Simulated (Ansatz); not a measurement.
## Several settings converged on CaPb (P4mm, 2 atoms in the cell)

```
CaPb
1.0
    3.58447     0.00000     0.00000
    0.00000     3.58447     0.00000
    0.00000     0.00000     4.65065
Ca Pb
1 1
Direct
  0.00000   0.00000   0.01075
  0.50000   0.50000   0.50000
```

Base method: PBEsol, default PAW files made with PBE (plane waves; Ansatz, a first-principles code).

Base settings: basis.ecutwfc = 420 eV; kpoints.mp_grid.grid = 9 9 7; hamiltonian.xc = pbesol; hamiltonian.pseudopotentials = {kind: paw} (the program's default PAW files); scf.occupations.method = gaussian; scf.occupations.width = 0.1 eV.

The count of work is k-points × plane waves × bands × iterations; it is no time. 

**The cutoff for other potential files**

Level: DFT, PBEsol, plane waves, harder PAW files (source: ansatz) made with PBE.

In this ladder: hamiltonian.pseudopotentials = {kind: paw, source: ansatz}.

The second cell is the first with its lattice scaled by 0.98.

The mesh stays at the base's, so the ladder's end is converged at best in this setting alone.

The first pressure column holds Ansatz's estimate of the finite-basis (Pulay) stress, which hides part of the cutoff error; the other is without it.

Only quantities that move along the ladder and can be compared are tabulated.

```tsv
basis.ecutwfc	free energy less the last step's (meV/atom)	energy of the compressed cell less the first (meV/atom)	pressure (GPa)	pressure without the Pulay estimate (GPa)	largest difference of a force vector from the last step's (eV/Å)	count of work / last
260 eV	10249.62	27.08	-0.68	-262.84	0.003	0.10
320 eV	1873.56	-8.23	-1.84	-64.43	0.015	0.15
405 eV	130.06	-5.84	-1.55	-7.99	0.000	0.21
495 eV	3.81	-5.36	-1.55	-1.85	0.000	0.28
580 eV	0.46	-5.36	-1.55	-1.55	0.000	0.35
695 eV	0.38	-5.36	-1.55	-1.55	0.000	0.47
870 eV	0.22	-5.36	-1.55	-1.55	0.000	0.66
1160 eV	0.00	-5.36	-1.55	-1.55	0.000	1.0
```

Coarsest basis.ecutwfc that holds the forces within 0.01 eV/Å of the last step, with all finer ones: 405 eV, at 0.21 of the last step's count of work; the step before is off by 0.015 eV/Å.

Coarsest basis.ecutwfc that holds the free energy within 2 meV/atom of the last step, with all finer ones: 580 eV, at 0.35 of the last step's count of work; the step before is off by 3.8 meV/atom.

Coarsest basis.ecutwfc that holds the pressure within 0.05 GPa of the last step, with all finer ones: 405 eV, at 0.21 of the last step's count of work; the step before is off by 0.29 GPa.

The energy difference between the two cells stays within 1 meV/atom of the last step's from 405 eV on, the total only from 580 eV on: much of the error is common to both cells and cancels.

At the lowest cutoff the pressure without the Pulay estimate lies 261 GPa under the last step's, the usual sign of Pulay stress in an incomplete plane-wave basis.

**The relaxed cell against the cutoff**

On CaPb (P4/mmm, 2 atoms in the cell): atoms on their sites.

In this ladder: relax = cell and atoms.

The mesh stays at the base's, so the ladder's end is converged at best in this setting alone.

Only quantities that move along the ladder and can be compared are tabulated.

| basis.ecutwfc | relaxed volume (Å³/atom) | relaxation steps |
|---|---|---|
| 210 eV | 28.158 | 62 |
| 250 eV | 28.834 | 25 |
| 295 eV | 28.659 | 11 |
| 355 eV | 28.618 | 4 |
| 420 eV | 28.591 | 4 |
| 505 eV | 28.590 | 4 |
| 630 eV | 28.590 | 4 |
| 840 eV | 28.589 | 4 |

Coarsest basis.ecutwfc that holds the relaxed volume within 0.143 Å³/atom of the last step, with all finer ones: 295 eV; the step before is off by 0.25 Å³/atom.

At the lowest cutoff the cell relaxes to a volume 1.5 % smaller than at the highest. Ansatz relaxes on a stress corrected for the finite basis.

On the base run: the starting cell comes from a database of computed structures (which also holds hypothetical and non-ambient phases and stackings), without a prior relaxation at this level. Its lattice was rescaled by up to half a per cent. One atom was moved a little off its site on purpose.

Keys are those of Ansatz 0.2.
